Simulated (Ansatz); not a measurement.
## rock-salt TaN (1 1 0) on 3C silicon carbide (1 1 0) (film strained to the substrate, started from cuts of the bulks and a machine-learned relaxation)

A periodic stack without vacuum, rock-salt TaN (1 1 0) on 3C silicon carbide (1 1 0) (film strained to the substrate, started from cuts of the bulks and a machine-learned relaxation): substrate slab C10Si10, film N6Ta6, surface cells [[0, -1], [1, -1]] and [[0, -1], [1, -1]], film strained by -0.8 and -0.8 %, outermost planes CSi/CSi and NTa/NTa as cut, which need not be the usual terminations and can put a slab off its formula.

The start was prepared with a machine-learned potential, and the result is one local minimum, with the in-plane cell held and forces under 0.04 eV/Å; the film can end far from its bulk form.

These are PBE (plane waves to 420 eV, PAW; Ansatz, an electronic-structure program) values and carry that method's errors. Scalar-relativistic, without spin–orbit coupling; the runs are not spin-polarised; PBE gaps are too small against experiment. Its k-point mesh 12×7×1, Fermi–Dirac width 0.05 eV.

```
Item                                                                                                                                                                                   Value
--------------------------------------------------------------------------------  ----------------------------------------------------------------------------------------------------------
interface area                                                                                                                                                                       13.6 Å²
period                                                                                                                                                                               25.66 Å
gaps between the outermost planes at the two interfaces                                                                                                                      2.07 and 1.57 Å
Si–Ta contacts across the interfaces within 1.22 times the sum of covalent radii                                                                                              4, mean 2.83 Å
C–Ta contacts across the interfaces within 1.22 times the sum of covalent radii                                                                                               3, mean 2.37 Å
N–Si contacts across the interfaces within 1.22 times the sum of covalent radii                                                                                               1, mean 1.79 Å
estimate of the barrier                                                           withheld, since the Fermi level falls at or inside a band of the host, which a slab this thin can't settle
slope of the mean potential energy in the substrate                                                                                                                           +2.1 MV/cm × e
```

```
Ta3C5N3Si5
1.0
    3.09696    -0.00057    -0.06085
    3.09696     4.37945    -0.32329
   -1.04984    -1.98889    25.84684
C Si N Ta
10 10 6 6
Direct
  0.19568   0.06092   0.03184
  0.16754   0.62007   0.09382
  0.15346   0.16394   0.15338
  0.13474   0.71298   0.21391
  0.11669   0.26125   0.27417
  0.09845   0.80982   0.33452
  0.08011   0.35851   0.39487
  0.06253   0.90643   0.45521
  0.04011   0.45924   0.51552
  0.02677   0.00182   0.57364
  0.41964   0.86705   0.09238
  0.43788   0.32038   0.03603
  0.38470   0.96288   0.21391
  0.40394   0.41365   0.15403
  0.34844   0.05977   0.33464
  0.36660   0.51132   0.27437
  0.31308   0.15573   0.45517
  0.33005   0.60850   0.39500
  0.29961   0.22758   0.57145
  0.29432   0.70510   0.51590
  0.40023   0.67685   0.66743
  0.37943   0.22095   0.71996
  0.31435   0.82187   0.78219
  0.35808   0.30359   0.84549
  0.29769   0.89487   0.89915
  0.31157   0.41353   0.97071
  0.89035   0.71423   0.72116
  0.88952   0.18048   0.65436
  0.86558   0.79949   0.83949
  0.81547   0.31542   0.78399
  0.82896   0.89152   0.95859
  0.79409   0.39989   0.90959
```
